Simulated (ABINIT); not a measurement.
ABINIT run on Si₂Ni (Fm-3m, 3 atoms in the cell): self-consistent single point.

Method: PBE, norm-conserving pseudopotentials (PseudoDojo nc-sr-05 PBE standard) (plane waves; ABINIT).

The change in words: lattice scaled by 0.98. Reference geometry:
```
Si2Ni
1.0
    0.00000     2.68481     2.68481
    2.68481     0.00000     2.68481
    2.68481     2.68481     0.00000
Si Ni
2 1
Cartesian
  1.34240   1.34240   1.34240
  4.02721   4.02721   4.02721
  0.00000   0.00000   0.00000
```

Reference input (self-consistent single point, DFT, PBE, plane waves, norm-conserving pseudopotentials (PseudoDojo nc-sr-05 PBE standard)): pseudos = [Si.upf, Ni.upf]; ecut = 98 Ry; occopt = 7; tsmear = 0.272 eV; ngkpt = 9 9 9; nshiftk = 1; shiftk = 0 0 0; potentials = PseudoDojo nc-sr-05 PBE standard; nband = 18; kptopt = 1; nstep = 80; tolvrs = 1e-10. This run's input differs from it in these lines:

```diff
@@ -3,7 +3,7 @@
 pseudos "Si.upf, Ni.upf"
-acell 7.1750804443 7.1750804443 7.1750804443
+acell 7.0315791562 7.0315791562 7.0315791562
 rprim
-        -0.0000000000    0.7071067812    0.7071067812
+         0.0000000000    0.7071067812    0.7071067812
          0.7071067812    0.0000000000    0.7071067812
-         0.7071067812    0.7071067812    0.0000000000
+         0.7071067812    0.7071067812   -0.0000000000
 natom 3
```

Log, with long lists cut:

```
--- !BeginCycle
solver: {iscf: 7, nstep: 80, nline: 4, wfoptalg: 0, }
tolerances: {tolvrs: 1.00E-10, }
...

     iter   Etot(hartree)      deltaE(h)  residm     vres2
 ETOT  1  -175.37716180933    -1.754E+02 2.505E-01 9.831E+02
 ETOT  2  -174.44568508037     9.315E-01 7.751E-02 1.358E+04
 ETOT  3  -175.83667289739    -1.391E+00 1.398E-02 3.284E+03
 ETOT  4  -175.64098685146     1.957E-01 3.838E-03 4.917E+03
 ETOT  5  -175.73107041039    -9.008E-02 2.054E-02 3.925E+03
   [... 6 lines left out ...]
 ETOT 12  -176.28456700866    -2.038E-07 7.894E-05 3.608E-05
 ETOT 13  -176.28456701308    -4.424E-09 2.132E-04 1.847E-08
 ETOT 14  -176.28456701310    -1.356E-11 3.727E-05 1.328E-09
 ETOT 15  -176.28456701310    -4.690E-12 9.799E-05 1.040E-11
 At SCF step   15       vres2   =  1.04E-11 < tolvrs=  1.00E-10 =>converged.

 Cartesian components of stress tensor (hartree/bohr^3)
  sigma(1 1)= -6.45906422E-04  sigma(3 2)=  0.00000000E+00
  sigma(2 2)= -6.45906422E-04  sigma(3 1)=  0.00000000E+00
  sigma(3 3)= -6.45906422E-04  sigma(2 1)=  0.00000000E+00

 ----iterations are completed or convergence reached----

 reduced coordinates (array xred) for    3 atoms
       0.250000000000      0.250000000000      0.250000000000
       0.750000000000      0.750000000000      0.750000000000
       0.000000000000      0.000000000000      0.000000000000
 cartesian forces (eV/Angstrom) at end:
    1     -0.00000000000000    -0.00000000000000    -0.00000000000000
    2     -0.00000000000000    -0.00000000000000    -0.00000000000000
   [... lines left out ...]
 Fermi (or HOMO) energy (hartree) =   0.39385   Average Vxc (hartree)=  -0.44211
 Fermi (or HOMO) energy (eV) =  10.71730   Average Vxc (eV)= -12.03043
   [... lines left out ...]
total_energy        : -1.76284567013101E+02
total_energy_eV     : -4.79694702158740E+03
band_energy         : -1.55698874293511E+01
...

-Cartesian components of stress tensor (GPa)         [Pressure=  1.9003E+01 GPa]
- sigma(1 1)= -1.90032198E+01  sigma(3 2)=  0.00000000E+00
- sigma(2 2)= -1.90032198E+01  sigma(3 1)=  0.00000000E+00
- sigma(3 3)= -1.90032198E+01  sigma(2 1)=  0.00000000E+00

 Calculation completed.
```

The run converged in 15 iterations. Against the reference run the free energy goes up by 60.3 meV/atom and the pressure goes from 7.05 to 19.00 GPa.

The starting cell comes from a database of computed structures (which also holds hypothetical and non-ambient phases and stackings), without a prior relaxation at this level. Its lattice was rescaled by a random factor within 2.5 % of one. For this run, on top of that: lattice scaled by 0.98. Spin polarisation is off. With a pressure of about 19 GPa the cell is away from its equilibrium volume at this level.

Cost on one core of a shared machine: roughly 3 min.
